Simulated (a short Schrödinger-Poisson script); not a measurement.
From a short Schrödinger-Poisson script (our own, NumPy): 1D Poisson equation in equilibrium, electrons quantum, Hartree (BenDaniel-Duke, 40 states a valley, the channel's in-plane mass for all, wave functions free to enter the barrier), parabolic valleys, classical holes, full ionisation, no traps, pinning or gate leakage.

Structure: gated Al0.3Ga0.7N/GaN polarisation-induced gas, at 300 K.

From the gate side: 10 nm Al0.3Ga0.7N; 6000 nm GaN, acceptors 2e15 cm⁻³.

Constants are typed, rounded textbook-type inputs, not results; the design itself was drawn at random and stands for no fabricated device. Al0.3Ga0.7N: permittivity 9.32, conduction-band edge (eV) 0.414, gap (eV) 4.021, electron mass (mₑ) 0.236, Nv at 300 K (cm⁻³) 4.6e19. GaN: permittivity 9.5, conduction-band edge (eV) 0, gap (eV) 3.43, Nv at 300 K (cm⁻³) 4.6e19.

Channel valleys (confinement mass, in-plane density-of-states mass, number): Γ 0.2, 0.2, 1. At the gate the conduction-band edge of layer 1 lies 1.23 eV − eVg above the Fermi level of the channel; the field vanishes at the back. Sheet of polarisation charge: +1.5e13 e/cm² at 10 nm from the gate. The barrier under the gate holds no holes. Gaps are held at their typed values at every temperature. Mesh 0.08 nm at interfaces.

Problem. Give the centroid of the channel electrons at Vg = 0.5 V (nm); the sheet density of all electrons at Vg = 0.5 V (cm⁻²); the capacitance at Vg = 0.5 V (μF/cm²).

Solution. centroid of the channel electrons at Vg = 0.5 V (nm): 1.97; sheet density of all electrons at Vg = 0.5 V (cm⁻²): 1.12e13; capacitance at Vg = 0.5 V (μF/cm²): 0.761.
